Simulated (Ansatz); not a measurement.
Take BaTiO3 (space group P4mm, No. 99; a = 3.973 Å, c = 4.112 Å) as the base.

Calculations: r2SCAN (Ansatz, a program for electronic structure, PAW, no spin-orbit coupling), earlier PAW set.

For the base:

```
Item                  Result
-------------------  -------
Band gap             2.23 eV
Lattice parameter a  3.973 Å
Smallest direct gap  2.70 eV
```

It is then changed as follows: hydrostatic tension (pressure −1 GPa).

Problem. Estimate the effect on the band gap, lattice parameter a and smallest direct gap.

Solution. The band gap remains 2.23 eV; the lattice parameter a increases by 0.004 Å (3.973 Å → 3.977 Å); the smallest direct gap goes up by 0.03 eV (2.70 eV → 2.73 eV).

Load acts through the strain it causes; cell and atoms are relaxed under it. No phonon test of stability was made. All final runs are without spin polarisation.
